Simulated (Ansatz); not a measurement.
**What isotropic strain +1.15 % does to HgS**

The reference is HgS (space group P3_221, No. 154; a = 4.465 Å, c = 9.758 Å; made of chains).

The change: an isotropic linear strain of +1.15 %, atoms relaxed at fixed cell.

Calculations: PBE/PAW in Ansatz (a quantum-chemistry and plane-wave program), no SOC. k-mesh 9×9×4 (Γ-centred); smearing 0.05 eV (Fermi–Dirac).

| quantity | base | changed | shift |
|---|---|---|---|
| volume per atom | 28.08 Å³ | 29.06 Å³ | +0.98 Å³ |
| shortest interatomic distance | 2.373 Å | 2.370 Å | -0.003 Å |
| energy relative to the base (free energy F) | 0 meV/atom | +0.8 meV/atom | +0.8 meV/atom |
| pressure (mean of the normal stresses, compression positive) | 0.00 GPa | -0.25 GPa | -0.25 GPa |
| band gap | 1.83 eV | 1.89 eV | +0.067 eV |
| width of the top valence band | 0.56 eV | 0.55 eV | -0.01 eV |
| electron mass | 0.43 mₑ along c, 1.2 mₑ across (at Γ) | 0.43 mₑ along c, 1.1 mₑ across (at Γ) | – |
| largest internal atomic displacement | – | 0.048 Å | – |

Spin-orbit coupling, missing from the scalar runs, can matter with Hg. Effective masses come from finite differences of ±0.01 Å⁻¹. Stability against distortions was not tested. No dispersion term is included, though the crystal is made of layers, chains or molecules, so its spacings can come out too wide.
